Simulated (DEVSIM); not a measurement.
Structure: Schottky contact on n-type Si, at 300 K.

Layer 1 from the left is Si, thickness (μm) 1.30, Nd (cm⁻³) 5.4e15, τn (s) 4.8e-5, τp (s) 4.8e-5.

Left contact: Schottky, work function 4.77 eV, emission velocity 8.9e6 cm/s. Right contact: ohmic. Voltage is applied to the left contact. Recombination: SRH at mid-gap, Auger. Mobility is μmin + (μ − μmin)/(1 + (N/Nref)^α).

The device is made up for the run: typed textbook-type constants, with dimensions and the other settings drawn at random. Values at 300 K.

Si: gap (eV) 1.124, affinity (eV) 4.05, permittivity 11.7, Nc (cm⁻³) 2.86e19, Nv (cm⁻³) 3.1e19, μn (cm²/Vs) 1417, μp (cm²/Vs) 470, μn,min 52, μp,min 45, Nref,n 9.7e16, Nref,p 2.2e17, αn 0.68, αp 0.72, Cn (cm⁶/s) 2.8e-31, Cp (cm⁶/s) 9.9e-32.

Model (solved in DEVSIM): 1D drift-diffusion, Boltzmann statistics, complete ionisation; no tunnelling, impact ionisation, image-force lowering or self-heating. Metal contacts follow the ideal Schottky-Mott rule: no Fermi-level pinning, no interface dipoles.

**Question.** What does the simulation give for the dark forward voltage at 100 A/cm², the dark forward voltage at 1 A/cm²?

**Answer.** dark forward voltage at 100 A/cm² 0.414 V; dark forward voltage at 1 A/cm² 0.276 V.
